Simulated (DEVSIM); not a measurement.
## abrupt Si n-p junction

System: abrupt Si n-p junction, at 350 K.

```csv
layer (left to right),material,thickness (μm),Nd (cm⁻³),Na (cm⁻³),τn (s),τp (s)
1,Si,34.0,4.3e15,-,0.0006,0.0006
2,Si,8.00,-,2.5e17,0.018,0.0006
```

Left contact: ohmic. Right contact: ohmic. Voltage is applied to the left contact. Recombination: SRH at mid-gap. Mobility is constant in doping.

The device is made up for the run: typed textbook-type constants, with dimensions and the other settings drawn at random. Values at 300 K; Nc and Nv go as T^1.5, mobilities as T to minus their exponent, the gap by Varshni's rule with the affinity fixed.

```csv
parameter,Si
gap (eV),1.124
affinity (eV),4.05
permittivity,11.7
Nc (cm⁻³),2.86e19
Nv (cm⁻³),3.1e19
μn (cm²/Vs),1417
μp (cm²/Vs),470
T exponent of μn,2.3
T exponent of μp,2.2
Varshni α (eV/K),0.000473
Varshni β (K),636
```

DEVSIM, 1D drift-diffusion, Boltzmann statistics, complete ionisation; no tunnelling, impact ionisation, image-force lowering or self-heating.

```json
{
  "potential_step_across_the_device_at_zero_bias": "0.686 V",
  "largest_field_in_the_device_at_zero_bias": "38000 V/cm",
  "Dark forward voltage at 1 A/cm²": "0.541 V",
  "Dark forward voltage at 100 A/cm²": "0.762 V"
}
```

Dark forward current:

(V (V), J (A/cm²)): (-0.05, -8.3e-8); (-0.15, -2.8e-6); (-0.25, -7.7e-5); (-0.35, -0.0021); (-0.40, -0.011); (-0.50, -0.29); (-0.60, -5.0); (-0.70, -40); (-0.80, -160); (-0.90, -390); (-0.95, -560); (-1.05, -970); (-1.15, -1500); (-1.25, -2200)

Dark reverse current:

| V (V) | J (A/cm²) |
|---|---|
| 0.40 | 2.0e-8 |
| 1.00 | 2.1e-8 |
| 2.00 | 2.3e-8 |
| 3.00 | 2.3e-8 |
| 4.00 | 2.4e-8 |
| 6.00 | 2.6e-8 |
| 8.00 | 2.7e-8 |
| 10.00 | 2.8e-8 |
| 13.00 | 2.9e-8 |
| 16.00 | 3.0e-8 |
| 20.00 | 3.2e-8 |
